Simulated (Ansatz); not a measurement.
**tetragonal MoSi2 (1 1 0) on Si0.75Ge0.25, ordered (0 0 1), P on 6 of 6 substrate sites at each interface (film strained to the substrate, started from cuts of the bulks and a machine-learned relaxation; slabs Ge12Si42P12 and Mo20Si40, which can lie off the formulas)**

A periodic stack without vacuum, tetragonal MoSi2 (1 1 0) on Si0.75Ge0.25, ordered (0 0 1), P on 6 of 6 substrate sites at each interface (film strained to the substrate, started from cuts of the bulks and a machine-learned relaxation; slabs Ge12Si42P12 and Mo20Si40, which can lie off the formulas): substrate slab Ge12Si42P12, film Mo20Si40, surface cells [[-1, 2], [-1, -1]] and [[1, 3], [-2, -1]], film strained by -0.6 and +3.2 %, outermost planes GeSi/GeSi and MoSi/MoSi as cut, which need not be the usual terminations and can put a slab off its formula.

The start was prepared with a machine-learned potential, and the result is one local minimum, with the in-plane cell held and forces under 0.04 eV/Å; the film can end far from its bulk form.

Method: PBE (plane waves to 420 eV, PAW; Ansatz, a quantum-chemistry and plane-wave program). No spin–orbit coupling; the runs are not spin-polarised; PBE gaps are too small against experiment. Its k-point mesh 2×4×1, Fermi–Dirac width 0.05 eV.

interface area: 91.8 Å²
period: 24.34 Å
heights between the nearest atoms of the two slabs at the two interfaces: 1.72 and 1.56 Å
Mo–P contacts across the interfaces within 1.22 times the sum of covalent radii: 14, mean 2.62 Å
P–Si contacts across the interfaces within 1.22 times the sum of covalent radii: 13, mean 2.39 Å
Mo–Si contacts across the interfaces within 1.22 times the sum of covalent radii: 2, mean 3.00 Å
estimate of the barrier: withheld, since the Fermi level falls at or inside a band of the host, which a slab this thin can't settle

```
CELL_PARAMETERS angstrom
     12.37109     0.00060     0.07315
     -2.47364     7.42183    -0.13717
      1.58744    -1.63904    24.38335
ATOMIC_POSITIONS crystal
  Ge 0.30804 0.71434 0.15594
  Ge 0.65559 0.36856 0.14493
  Ge 0.97928 0.03547 0.14555
  Si 0.31958 0.20157 0.15230
  Si 0.64352 0.86375 0.14701
  Si 0.99097 0.54082 0.14977
  P  0.45203 0.48780 0.04691
  P  0.83784 0.16845 0.04128
  P  0.15774 0.87694 0.03234
  P  0.21206 0.38486 0.04827
  P  0.46024 0.97935 0.04075
  P  0.83694 0.66400 0.04008
  Si 0.48444 0.25818 0.09143
  Si 0.81074 0.91747 0.08954
  Si 0.15859 0.62279 0.09073
  Si 0.16251 0.12261 0.09437
  Si 0.47290 0.75950 0.09653
  Si 0.83702 0.43123 0.09230
  Ge 0.29821 0.76445 0.37171
  Ge 0.63269 0.43693 0.37504
  Ge 0.95847 0.09667 0.38306
  Si 0.29645 0.26491 0.37351
  Si 0.63410 0.93765 0.37885
  Si 0.96187 0.59672 0.37539
  Si 0.30597 0.46480 0.20744
  Si 0.64302 0.13002 0.20357
  Si 0.97802 0.80326 0.20429
  Si 0.31273 0.98207 0.21236
  Si 0.64775 0.63640 0.20322
  Si 0.98153 0.30421 0.20484
  Ge 0.47574 0.56886 0.26132
  Ge 0.80712 0.23263 0.26136
  Ge 0.13489 0.90498 0.26485
  Si 0.13633 0.39443 0.26390
  Si 0.47845 0.07170 0.26371
  Si 0.80745 0.73716 0.26109
  Si 0.46852 0.33228 0.31882
  Si 0.80133 0.99735 0.32038
  Si 0.13035 0.66062 0.31818
  Si 0.12966 0.16920 0.32296
  Si 0.47668 0.83948 0.31935
  Si 0.80422 0.50453 0.31721
  P  0.31663 0.81067 0.59833
  P  0.56291 0.47155 0.60220
  P  0.94477 0.15205 0.58924
  P  0.25091 0.34076 0.59743
  P  0.61933 0.00028 0.58872
  P  0.99257 0.68651 0.60624
  Si 0.29035 0.52757 0.42835
  Si 0.62758 0.20697 0.43436
  Si 0.95303 0.84496 0.43742
  Si 0.29371 0.03190 0.42797
  Si 0.63323 0.70190 0.43402
  Si 0.95510 0.37760 0.43644
  Ge 0.45282 0.63545 0.48478
  Ge 0.78423 0.32656 0.49768
  Ge 0.12775 0.94605 0.48856
  Si 0.12468 0.46420 0.48671
  Si 0.44981 0.14285 0.48487
  Si 0.78411 0.77690 0.49704
  Si 0.41865 0.38978 0.54250
  Si 0.78640 0.06150 0.53889
  Si 0.15262 0.72937 0.54866
  Si 0.10895 0.21636 0.53824
  Si 0.46263 0.91666 0.53794
  Si 0.75843 0.56757 0.57123
  Mo 0.37870 0.40120 0.68155
  Mo 0.77753 0.60574 0.68398
  Mo 0.17191 0.80575 0.68020
  Mo 0.58107 0.00675 0.68410
  Mo 0.97113 0.20278 0.68445
  Mo 0.16560 0.32684 0.77038
  Mo 0.57179 0.53069 0.77308
  Mo 0.96587 0.72816 0.77322
  Mo 0.37033 0.92828 0.77128
  Mo 0.76754 0.12986 0.77597
  Mo 0.96165 0.25484 0.86759
  Mo 0.36041 0.45318 0.86386
  Mo 0.76111 0.65650 0.86903
  Mo 0.16081 0.85319 0.86431
  Mo 0.55694 0.05314 0.86763
  Mo 0.75128 0.18154 0.95537
  Mo 0.15848 0.37677 0.95395
  Mo 0.54353 0.57412 0.95685
  Mo 0.96885 0.78621 0.96130
  Mo 0.33859 0.97026 0.96061
  Si 0.38001 0.06900 0.67797
  Si 0.77634 0.27011 0.68421
  Si 0.17015 0.47138 0.67741
  Si 0.58142 0.67632 0.68019
  Si 0.97677 0.87881 0.68169
  Si 0.58017 0.33340 0.68030
  Si 0.97433 0.52910 0.68162
  Si 0.38518 0.73350 0.67779
  Si 0.77613 0.93950 0.68412
  Si 0.17363 0.13620 0.67671
  Si 0.16917 0.99332 0.77065
  Si 0.56879 0.19671 0.77527
  Si 0.96727 0.39627 0.77601
  Si 0.36771 0.59018 0.77134
  Si 0.76807 0.79503 0.77490
  Si 0.36829 0.26299 0.77120
  Si 0.76775 0.46454 0.77448
  Si 0.17054 0.66734 0.77007
  Si 0.56880 0.86336 0.77507
  Si 0.96723 0.06275 0.77548
  Si 0.95971 0.91966 0.86953
  Si 0.36041 0.11604 0.86536
  Si 0.76211 0.32512 0.86770
  Si 0.16095 0.51585 0.86121
  Si 0.55800 0.72016 0.86693
  Si 0.16036 0.18883 0.86342
  Si 0.55954 0.39033 0.86758
  Si 0.96008 0.59265 0.86901
  Si 0.36098 0.79134 0.86664
  Si 0.76011 0.99024 0.86824
  Si 0.75102 0.84951 0.95983
  Si 0.15327 0.05208 0.95299
  Si 0.55540 0.24774 0.95973
  Si 0.95651 0.44623 0.95923
  Si 0.35042 0.64472 0.95582
  Si 0.96103 0.12291 0.96844
  Si 0.35165 0.30489 0.95628
  Si 0.73672 0.50782 0.96536
  Si 0.15315 0.69043 0.95033
  Si 0.56515 0.91915 0.96451
```
